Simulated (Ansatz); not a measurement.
bcc Eu was calculated with rVV10 (Ansatz, a program for electronic structure, PAW).

Settings: plane-wave cutoff 520 eV, 18×18×18 k mesh, Fermi–Dirac smearing 0.05 eV, spin-polarised with parallel moments, scalar-relativistic PAW data made under PBE.

Computed at the level's own relaxed cell.

Problem. Give the computed equilibrium lattice constant a, bulk modulus B0, pressure derivative B′ of the bulk modulus and volume per atom.

Solution. 
equilibrium lattice constant a: 4.286 Å
bulk modulus B0: 17.6 GPa
pressure derivative B′ of the bulk modulus: 3.6
volume per atom: 39.37 Å³/atom

The run finds no gap.

Measured, for comparison: lattice constant a 4.582 Å (293 K, no zero-point or thermal correction, our sources range from 4.582 to 4.610; as tabulated in Wikipedia's data pages); bulk modulus 10.9 ± 0.6 GPa (room temperature, no zero-point or thermal correction, our sources range from 10.9 to 11.7; as tabulated in arXiv:1012.3782); equilibrium volume per atom 48.10 Å³/atom (293 K, no zero-point or thermal correction; as tabulated in Wikipedia's data pages). Computed (rounded) less measured: lattice constant a -6.5 % (-6.5 % to -7.0 % over the range), bulk modulus +61 % (+50 % to +61 % over the range), equilibrium volume per atom -18.1 %.

Note: the 4f shell is treated without U or exact exchange, so its levels and filling can be wrong; the collinear magnetic order is the start's and need not be the measured one.

Spin–orbit coupling is not included.

Computed values are for the static lattice.

The result took very roughly 7 core-minutes.
